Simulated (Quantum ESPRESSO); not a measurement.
```xyz
12
Lattice="3.3417 0.0000 0.0000 -1.6708 2.8940 0.0000 0.0000 0.0000 38.0379" Properties=species:S:1:pos:R:3 pbc="T T T"
Te     0.0000     1.9293     1.6756
Te     0.0000     1.9293     5.4687
Mo     0.0000     0.0000     3.5714
Mo     0.0000     1.9293    10.7191
W      0.0000     0.0000    17.8645
W      0.0000     1.9293    25.0111
Se     0.0000     0.0000    12.3863
Se     0.0000     1.9293    16.1916
Se     0.0000     1.9293    19.5405
Se     0.0000     0.0000     9.0530
S      0.0000     0.0000    26.5352
S      0.0000     0.0000    23.4869
```

Computed with LDA (PZ), GBRV 1.5 ultrasoft (LDA) pseudopotentials (plane waves; Quantum ESPRESSO).

The set-up and first iterations of a Quantum ESPRESSO log for TeMoWSe₂S (P3m1, 12 atoms in the cell):

```
     G-vector sticks info
     --------------------
     sticks:   dense  smooth     PW     G-vecs:    dense   smooth      PW
     Sum         871     439    127               239575    84859   13893

     bravais-lattice index     =            4
     lattice parameter (alat)  =       6.3148  a.u.
     unit-cell volume          =    2482.3955 (a.u.)^3
     number of atoms/cell      =           12
     number of atomic types    =            5
     number of electrons       =       104.00
     number of Kohn-Sham states=           62
     kinetic-energy cutoff     =      40.0000  Ry
     charge density cutoff     =     320.0000  Ry
     scf convergence threshold =      1.0E-10
     mixing beta               =       0.7000
     number of iterations used =            8  plain     mixing
     Exchange-correlation=  SLA  PZ   NOGX NOGC
                           (   1   1   0   0   0   0   0)

     crystal axes: (cart. coord. in units of alat)
   [... lines left out ...]
        11        S      tau(  11) = (   0.0000000   0.0000000   7.9407142  )
        12        S      tau(  12) = (   0.0000000   0.0000000   7.0284883  )

     number of k points=    10  Fermi-Dirac smearing, width (Ry)=  0.0037
                       cart. coord. in units 2pi/alat
        k(    1) = (   0.0000000   0.0000000   0.0000000), wk =   0.0312500
        k(    2) = (   0.0000000   0.1443376   0.0000000), wk =   0.1875000
        k(    3) = (   0.0000000   0.2886751   0.0000000), wk =   0.1875000
        k(    4) = (   0.0000000   0.4330127   0.0000000), wk =   0.1875000
        k(    5) = (   0.0000000  -0.5773503   0.0000000), wk =   0.0937500
        k(    6) = (   0.1250000   0.2165064   0.0000000), wk =   0.1875000
        k(    7) = (   0.1250000   0.3608439   0.0000000), wk =   0.3750000
        k(    8) = (   0.1250000   0.5051815   0.0000000), wk =   0.3750000
        k(    9) = (   0.2500000   0.4330127   0.0000000), wk =   0.1875000
        k(   10) = (   0.2500000   0.5773503   0.0000000), wk =   0.1875000

     Dense  grid:   239575 G-vectors     FFT dimensions: (  36,  36, 432)

     Smooth grid:    84859 G-vectors     FFT dimensions: (  25,  25, 300)

     Initial potential from superposition of free atoms

     starting charge     103.7971, renormalised to     104.0000

     negative rho (up, down):  1.209E-01 0.000E+00
     Self-consistent Calculation

     iteration #  1     ecut=    40.00 Ry     beta= 0.70

     negative rho (up, down):  1.408E-01 0.000E+00

     total energy              =     -18.94404685 Ry
     estimated scf accuracy    <     944.23519417 Ry

     iteration #  2     ecut=    40.00 Ry     beta= 0.70
     c_bands:  1 eigenvalues not converged
     c_bands:  1 eigenvalues not converged

     negative rho (up, down):  1.276E-01 0.000E+00

     total energy              =   -1131.87909407 Ry
     estimated scf accuracy    <   26054.26329711 Ry

     iteration #  3     ecut=    40.00 Ry     beta= 0.70

     negative rho (up, down):  1.209E-01 0.000E+00

     total energy              =   -1128.43685691 Ry
     estimated scf accuracy    <   17175.21884510 Ry
```

**Question.** How does the run end?

**Answer.** The run ended unconverged after 100 iterations. It gives no final result for the task that was set. Warnings to mind: c_bands:  1 eigenvalues not converged; c_bands:  3 eigenvalues not converged; c_bands:  2 eigenvalues not converged. The log goes on:

```
   [... 95 blocks of this kind left out ...]

     iteration # 99     ecut=    40.00 Ry     beta= 0.70

     negative rho (up, down):  1.270E-01 0.000E+00

     total energy              =    -871.94475970 Ry
     estimated scf accuracy    <       0.00000006 Ry

     iteration #100     ecut=    40.00 Ry     beta= 0.70

     negative rho (up, down):  1.270E-01 0.000E+00

     total energy              =    -871.94475970 Ry
     estimated scf accuracy    <       0.00000002 Ry
     End of self-consistent calculation

     convergence NOT achieved after 100 iterations: stopping

   JOB DONE.
```

The starting cell comes from a database of computed structures (which also holds hypothetical and non-ambient phases and stackings), without a prior relaxation at this level. Spin-orbit coupling is off.

The run was DFT, LDA (PZ), plane waves, GBRV 1.5 ultrasoft (LDA) pseudopotentials. Main settings of its input:

```
setting                      value
-----------  ---------------------
ecutwfc                      40 Ry
ecutrho                     320 Ry
occupations               smearing
smearing               fermi-dirac
degauss               0.0036749 Ry
K_POINTS     automatic 8 8 1 0 0 0
conv_thr                  1e-10 Ry
mixing_beta                    0.7
```
